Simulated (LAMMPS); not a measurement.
Pressure dependence of SiC (zinc blende) at 3770 K, from the melt.

Model: classical MD, pair style tersoff, file SiC_Erhart-Albe.tersoff, run in LAMMPS.

| P (GPa) | state | volume | coordination number of C by Si | self-diffusion coefficient of C (not corrected for cell size) |
|---|---|---|---|---|
| 0 | liquid | 16.83 ± 0.05 Å³/atom | 1.87 (counted to 2.42 Å) | (8.7 ± 0.3) × 10^-6 cm²/s |
| 2 | liquid | 15.39 ± 0.05 Å³/atom | 1.88 (counted to 2.42 Å) | (8.8 ± 0.3) × 10^-6 cm²/s |
| 5 | liquid | 14.17 ± 0.02 Å³/atom | 1.92 (counted to 2.42 Å) | (7.0 ± 0.4) × 10^-6 cm²/s |

Caution: at ambient pressure real SiC sublimes or decomposes before or as it melts, so this liquid is the model's.

Caution: a run this short can hold a crystal over, or a liquid under, the potential's own melting point, which these runs don't give.

Caution (row 2): enthalpy drifts during the constant-pressure average: a transition or slow ageing; fluctuation values are void.

Estimate the isothermal bulk modulus at zero pressure. A parabola P(ln V) through the three points gives −dP/d ln V = 15 GPa at zero pressure.

States go by the mean squared displacement: a species diffuses where it passes 1.5 Å², still rises and gives D over 1e-6 cm²/s; a crystal has left its structure where atoms lie 0.35 Å off their sites on average or a cubic box changes its shape by 3 %, or the axial ratios of another lie 8 % off the starting cell's, which the potential's own relaxation can also do.

Errors of D are the spread over four groups of atoms in one short run; a floor of about 5 %, a picked value, is safer.

Uncertainties are statistical and leave out the potential's own error.
